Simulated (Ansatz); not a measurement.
Structures of equal composition on the (000-1) surface of 4H silicon carbide (C plane on top): (√3x√3)R30° Sn adatom at H3; (√3x√3)R30° Sn adatom at T4. The slabs share one bottom face, and each structure is named by its start. These are constructed structures in small cells; real faces may alloy, dewet or reconstruct in larger ones, and not all known structures of the face are among them. Slabs of about 11 Å, Fermi-Dirac smearing of 0.025 eV. Bottom of the slabs: H caps. Relaxed from the named starts with such symmetry as they have, on meshes of like density; energies extrapolated to zero smearing; spin only where a row says so; no spin-orbit coupling, no U. Brackets mark spin-polarised runs, whose order is one that fits the cell. Where a second, spin-polarised start was run, the lower counts.

These are r2SCAN, at the PBE geometry (plane waves to 500 eV, PAW; Ansatz, an electronic-structure program) values and carry that method's errors.

Put the candidates in order of energy per 1x1 cell, lowest first, for r2SCAN, at the PBE geometry.

(√3x√3)R30° Sn adatom at H3 (0.000 eV [spin, 1.0 μB a cell], gap 0.34 eV on the mesh), (√3x√3)R30° Sn adatom at T4 (0.051 eV [spin, 1.0 μB a cell], gap 0.23 eV on the mesh)
